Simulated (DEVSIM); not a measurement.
Device: illuminated Si n-on-p cell, one wavelength, at 300 K.

Layer 1 from the left is Si, thickness (μm) 0.0730, Nd (cm⁻³) 1.4e19, τn (s) 8.2e-8, τp (s) 1.9e-7, absorption coefficient (cm⁻¹) 7000. Layer 2 from the left is Si, thickness (μm) 110, Na (cm⁻³) 1.4e15, τn (s) 3.4e-7, τp (s) 3.4e-7, absorption coefficient (cm⁻¹) 7000.

Left contact: ohmic, minority hole recombination velocity 30 cm/s. Right contact: ohmic, minority electron recombination velocity 300 cm/s. Voltage is applied to the left contact. Recombination: SRH at mid-gap, radiative, Auger. Light enters at the left, 2.2e15 photons cm⁻² s⁻¹, one pass, no reflection. Mobility is constant in doping.

The device is made up for the run: typed textbook-type constants, with dimensions and the other settings drawn at random. Values at 300 K.

Si: gap (eV) 1.124, affinity (eV) 4.05, permittivity 11.7, Nc (cm⁻³) 2.86e19, Nv (cm⁻³) 3.1e19, μn (cm²/Vs) 1417, μp (cm²/Vs) 470, B (cm³/s) 4.7e-15, Cn (cm⁶/s) 2.8e-31, Cp (cm⁶/s) 9.9e-32.

Simulated with DEVSIM: 1D drift-diffusion, Boltzmann statistics, complete ionisation; no tunnelling, impact ionisation, image-force lowering or self-heating.

What does the simulation give for the share of generated pairs collected at short circuit, the dark forward voltage at 1 A/cm², the potential step across the device at zero bias, the open-circuit voltage?

share of generated pairs collected at short circuit 0.979; dark forward voltage at 1 A/cm² 0.647 V; potential step across the device at zero bias 0.847 V; open-circuit voltage 0.377 V.
